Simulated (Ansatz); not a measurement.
**Co in the hcp (Mg type) structure (space group P6_3/mmc, No. 194; ferromagnetic)**

```xyz
2
Lattice="2.4571 0.0000 0.0000 -1.2286 2.1279 0.0000 0.0000 0.0000 3.9682" Properties=species:S:1:pos:R:3 pbc="T T T"
Co     1.2286     0.7093     0.9920
Co     0.0000     1.4186     2.9761
```

Method: PBEsol, PAW, 420 eV (Ansatz, an electronic-structure program; no spin-orbit coupling), earlier PAW set. Settings: 22×22×12 k-points, 0.05 eV Fermi–Dirac smearing.

| Quantity | Result |
|---|---|
| Volume per atom | 10.37 Å³ |
| Density | 9.43 g/cm³ |
| Band gap | zero |
| Magnetic state | ferromagnetic |
| Total energy | -5092.998 eV/atom (σ→0; compares only within this code and set-up) |

Other magnetic orders, which the real material may have, were not ruled out. Stability against distortions was not tested. The base started in P-3m1 and relaxed to P6_3/mmc at this level.
